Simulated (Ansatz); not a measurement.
Base system: ZrO2 in the anatase structure (space group I4_1/amd, No. 141; a = 3.9989 Å, c = 10.6499 Å; a cell from a computed database, its experimental status unchecked).

One thing is altered: a negative pressure, −1 GPa.

Levels (all Ansatz, a quantum-chemistry and plane-wave program, PAW): PBEsol (420 eV, no spin-orbit coupling); PBEsol+SOC (420 eV, noncollinear with spin-orbit coupling).

The geometry is relaxed with PBEsol.

| Property | Value |
|---|---|
| PBEsol smallest direct gap | 4.10 eV |
| PBEsol lowest conduction level above the VBM at special points | Γ 3.89 eV; M 4.39 eV; G 5.26 eV; R 5.26 eV |
| PBEsol gap character | indirect, M → Γ |

Predict the smallest direct gap, lowest conduction level above the VBM at special points and gap character from PBEsol+SOC.

The smallest direct gap decreases by 0.02 eV (4.10 eV → 4.08 eV); the lowest conduction level above the VBM at special points stays Γ 3.89 eV; M 4.39 eV; G 5.26 eV; R 5.26 eV; the gap character is still indirect, M → Γ.

Single points use the geometry relaxed with PBEsol. Differences between runs with and without spin-orbit coupling are approximate. Load acts through the strain it causes; cell and atoms are relaxed under it. Whether these cells are dynamically stable was not tested. This is not the structure that ZrO2 has at room temperature and ambient pressure.
